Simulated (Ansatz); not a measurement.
CdS (model structure, started from the beta GaS type, P6₃/mmc, No. 194, 8 atoms in the cell) was calculated with PBEsol (plane waves, PAW; Ansatz, a quantum-chemistry and plane-wave program).

Run with plane-wave cutoff 500 eV, 12×12×4 k mesh (along the axes of the cell as run), Fermi–Dirac smearing 0.05 eV, scalar-relativistic PAW data made under PBE.

Cell (relaxed at this level):

```
CELL_PARAMETERS angstrom
      4.24878     0.00000     0.00000
     -2.12439     3.67955     0.00000
      0.00000     0.00000    14.93754
ATOMIC_POSITIONS crystal
  Cd 0.33333 0.66667 0.07650
  Cd 0.66667 0.33333 0.57650
  Cd 0.66667 0.33333 0.92350
  Cd 0.33333 0.66667 0.42350
  S  0.33333 0.66667 0.60793
  S  0.66667 0.33333 0.10793
  S  0.66667 0.33333 0.39207
  S  0.33333 0.66667 0.89207
```

Q: Predict the band gap.

A: 
band gap: 1.46 eV (on the SCF k mesh)

Note: the relaxation could raise the start's symmetry but not lower it, so the cell can be a saddle point; the cell has widely spaced layers and the level no dispersion term, so their spacing and the moduli can rest on weak binding.

Spin–orbit coupling is not included.

Static lattice: no zero-point or thermal effects.

Cost on a shared machine: around 40 core-minutes (rough).

A model structure was made by putting elements into a prototype or built by hand; it is no filed structure, need not be a known phase, and can be a saddle point held by its symmetry.
